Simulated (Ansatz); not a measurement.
An Ansatz (a quantum-chemistry and plane-wave program) run: Sc; Ansatz PBE, no SOC, earlier PAW set.

Input:

Ansatz 0.2 input:
```yaml
crystal:
  lattice:
    - [3.319486526, 0, 0]
    - [-1.659743263, 2.8747596591, 0]
    - [0, 0, 5.1663914116]
  atoms:
    - { symbol: Sc, position: [0.3333333333, 0.6666666667, 0.75] }
    - { symbol: Sc, position: [0.6666666667, 0.3333333333, 0.25] }
basis: { ecutwfc: 420, ecutrho_ratio: 4, xc_grid: 2, fft_grid_basis: typed }
kpoints: { mp_grid: { grid: [16, 16, 9] } }
hamiltonian:
  xc: pbe
  dispersion: none
  pseudopotentials: { azcp: { folder: ./paw }, kind: paw }
scf: { occupations: { method: fermi_dirac, width: 0.05 }, convergence: { dr2_threshold: 0.0000000002 } }
output: { forces: true, stress: true }
```

Output:

```
WARN ansatz: RAYON_NUM_THREADS=1 ignored (pool sized by the plan → 1); use --threads N
Pseudopotentials: kind: paw
Pseudopotential: Sc, paw, valence charge 11
Functional definition: PBE
Crystal: 2 atoms, lattice volume = 49.301 Å³
Basis set: ecut = 420 eV, 965 PW (Γ), exchange–correlation on 48×48×72 points (8 copies of the dense FFT grid, shifted against one another)
Bands: 15, of which v1, the nominal top of the filled ones, is band 11 counted from 1 (10 counted from 0)
Symmetry: 24 space group operations
Space group: P63/mmc (ITA 194), of the structure as read, at distance tolerance 3.7e-5 Å
k-points: 150 of 2304
Initial density: superposition of atomic densities (chi_scale 0.1, normalization cell)
Initial wavefunctions: pseudopotential atomic-orbital guess
Eigensolver: davidson
Functional: x = pbe(κ = 0.804, μ = 0.2195149727645171), c = pbe(β = 0.06672455060314922)
SCF iter   1: F=—  HF=-4271.748499 eV  |F-HF|=—  |Δ(HF+E_count)|=         —  Δρ=2.31e-2  dr2=3.52e-1  ethr=3.10e-3  ⟨swp⟩=3.4  Hψ=8559  notcnv=0
all-band conjugate gradients solve this SCF's bands
preconditioner: auto → none
SCF iter   2: F=—  HF=-4271.674439 eV  |F-HF|=—  |Δ(HF+E_count)|=   7.41e-2  Δρ=1.37e-2  dr2=1.32e-1  ethr=1.60e-3  ⟨swp⟩=2.0  Hψ=3951  notcnv=0
SCF iter   3: F=—  HF=-4271.638163 eV  |F-HF|=—  |Δ(HF+E_count)|=   3.63e-2  Δρ=9.78e-4  dr2=3.07e-4  ethr=5.99e-4  ⟨swp⟩=3.0  Hψ=4182  notcnv=0
SCF iter   4: F=—  HF=-4271.638455 eV  |F-HF|=—  |Δ(HF+E_count)|=   2.91e-4  Δρ=7.12e-5  dr2=1.11e-6  ethr=1.40e-6  ⟨swp⟩=2.7  Hψ=3896  notcnv=0
SCF iter   5: F=—  HF=-4271.638423 eV  |F-HF|=—  |Δ(HF+E_count)|=   3.15e-5  Δρ=1.55e-5  dr2=1.06e-7  ethr=5.05e-9  ⟨swp⟩=2.9  Hψ=4193  notcnv=0
SCF iter   6: F=—  HF=-4271.638423 eV  |F-HF|=—  |Δ(HF+E_count)|=   3.81e-8  Δρ=1.70e-6  dr2=1.47e-9  ethr=4.82e-10  ⟨swp⟩=2.0  Hψ=3667  notcnv=0
SCF iter   7: F=-4271.638423 eV  HF=-4271.638423 eV  |F-HF|=3.27e-11  |Δ(HF+E_count)|=  3.27e-10  Δρ=2.98e-7  dr2=4.50e-11  ethr=1.00e-12  ⟨swp⟩=3.8  Hψ=6544  notcnv=0
SCF 1 converged in 7 iterations: F = -4271.638423 eV  dr2 = 4.50e-11
SCF converged after 7 iterations
Free energy (F): -4271.638423 eV
Harris-Foulkes:  -4271.638423 eV  (|F-HF|=3.27e-11)
Internal energy: -4271.604583 eV  (E = F + TS)
E sigma→0 (E₀):  -4271.621503 eV
Entropy (-TS):   -0.033840 eV (-16.920 meV/atom)
Fermi energy:    9.120988 eV
--- Per-component energies (eV) ---
  E_band       = -340.458394
  E_kinetic    = 412.348101
  E_local      = -1696.336629  (includes V_loc(G=0)·N_el)
  E_nonlocal   = 286.807440
  E_hartree    = 606.263357
  E_xc         = -170.240326
  E_vxc        = -209.083399  (∫ρ·V_xc dr)
  E_paw        = -1981.927887  (= ΣΔE_a)
  E_vpaw       = -346.721013  (= ΣTr[D̂ρ^β])
  E_aug_tail   = 0.000088  (compensation charges beyond the density's cutoff)
  E_ewald      = -1728.518727
  E_smearing   = -0.033840  (= −TS)
  E_closure    = -0.000000  (closes the sum)
  Σ components = -4271.638423   (vs F -4271.638423, Δ=0.00e0)
  [band-id]    e_kinetic+e_local+e_nonlocal+2·e_hartree+e_vxc+e_vpaw+e_augmentation_tail = -340.458699   (vs E_band -340.458394, Δ=-3.05e-4)
--- Forces (eV/Å), atoms counted from 1 ---
  atom   1  Sc     0.00000000    -0.00000000     0.00000000
  atom   2  Sc     0.00000000     0.00000000     0.00000000
  max |Σ_I F_I| component: 1.85e-17 eV/Å
--- Stress (GPa, compression-positive) ---
       -0.003541      -0.000000       0.000000
        0.000000      -0.003541       0.000000
        0.000000       0.000000      -0.007275
  P = ⅓ Tr σ = -0.0048 GPa (-0.048 kbar)
  The stress holds the Pulay correction. Without it, at fixed plane waves, as pw.x and ABINIT print it: P = -0.0095 GPa
  The stress includes an estimate of the error left by incomplete SCF convergence (largest component 0.0003 GPa).
--- Band table ---
  band table: none
```

Stability against distortions was not tested. The final runs are not spin-polarised. The cell is Sc in the hcp (Mg type) structure (space group P6_3/mmc, No. 194).
